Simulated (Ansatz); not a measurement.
**Aydrogenated amorphous carbon (C120H32)**

A CHGNet melt-quench gave the starting glass, which DFT then relaxed. The hot cell started wider than the set density and was brought back towards it in steps. It is the lowest in DFT energy of 4 quenches. It is a model cell: composition and starting density were chosen by hand, and all elements were melted together. The geometry includes D3(BJ) dispersion.

These are PBE-D3(BJ), scalar-relativistic without spin-orbit coupling (plane waves to 420 eV, PAW; Ansatz, an electronic-structure program) values and carry that method's errors. Geometry, pressure, stress and energy are those of the PBE run. Its sampling: a 2×2×2 Γ-centred mesh; Fermi-Dirac width 0.01 eV; collinear spin, started from moments on atoms (at the end a net moment of 1.1 μB, with unpaired spins of both signs, a broken-symmetry state; no other order was tried). In the spin-polarised cell the level spacing at the Fermi energy can part levels of unlike spin. At PBE the levels at the filled edge of the gap are localised (band-tail or defect states). The levels at the Fermi energy are partly filled. A closed spacing in one fast-quenched cell at PBE doesn't show the material to be a metal.

* **Number of atoms in the cell**: 152
* **Density (volume relaxed, with D3(BJ))**: 1.61 g/cm³
* **Volume per atom**: 10.02 Å³
* **Pressure on a 2×2×2 Γ-centred mesh**: -0.01 GPa
* **Largest force and stress component on that mesh (the relaxation ran on one k-point at (1/4, 1/4, 1/4))**: 0.31 eV/Å and 0.1 GPa
* **Energy relative to graphite + CH4 gas (lowest mix at this level among the phases computed, not always the ambient ones)**: 0.496 eV/atom
* **Level spacing at the Fermi energy on a 2×2×2 Γ-centred mesh (PBE)**: within the smearing (under twice its width)
* **Net moment**: 1.05 μB (unpaired spins of both signs, a broken-symmetry state)

Cut-offs for bonds: C-C 1.74 Å, C-H 1.30 Å, H-H 0.90 Å.

```yaml
Mean coordination of C: 2.98 (8 with 2, 106 with 3, 6 with 4)
Mean coordination of H: 1.00 (32 with 1)
Mean C-C bond: 1.436 Å (spread 0.060 Å, 163 counted)
Mean C-H bond: 1.094 Å (spread 0.005 Å, 32 counted)
```

Its density started from a set value of 1.61 g/cm³. The simulated quench (nominally 420 K/ps over its main leg) is rapid and tends to freeze in more defects than a deposited or slowly cooled glass has. Values belong to this one cell and scatter from quench to quench. Volume and shape were free in the relaxation. On a 2×2×2 Γ-centred mesh force components of up to 0.31 eV/Å stay, since the relaxation ran on one k-point at (1/4, 1/4, 1/4).
